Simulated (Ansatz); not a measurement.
Effect of biaxial strain +1.64 %, plane normal [110], relaxed out of plane on Cu

The reference is Cu in the fcc (Cu type) structure (space group Fm-3m, No. 225; a = 3.579 Å; relaxed with 0.1 eV smearing). Axes: x, y, z lie along the cube axes.

Modification: biaxial strain +1.64 %, plane normal [110], relaxed out of plane (Cartesian); in-plane vectors clamped, the third vector and the atoms free.

Computed with plane-wave PAW DFT at the r2SCAN level (Ansatz, a quantum-chemistry and plane-wave program, 500 eV), no spin-orbit coupling, earlier PAW set. Γ-centred 32×32×32 mesh, Fermi–Dirac width 0.1 eV.

The volume per atom grows by 0.23 Å³, from 11.46 Å³ to 11.69 Å³ and the space group changes from Fm-3m (No. 225) to Immm (No. 71). The shortest interatomic distance drops by 3.1 pm (253.1 pm → 250.0 pm) and the energy increases by 5.3 meV/atom. The pressure (mean of the normal stresses, compression positive) goes from zero to -3.0 GPa and the band gap remains zero. The out-of-plane strain amounts to -1.23 % and the ratio −ε⊥/ε∥ amounts to 0.75. The mean in-plane stress (compression positive) comes out as -4.5 GPa.

A biaxial case was relaxed in a doubled cell and then solved in the primitive one. Stability against distortions was not tested. The final runs are not spin-polarised.
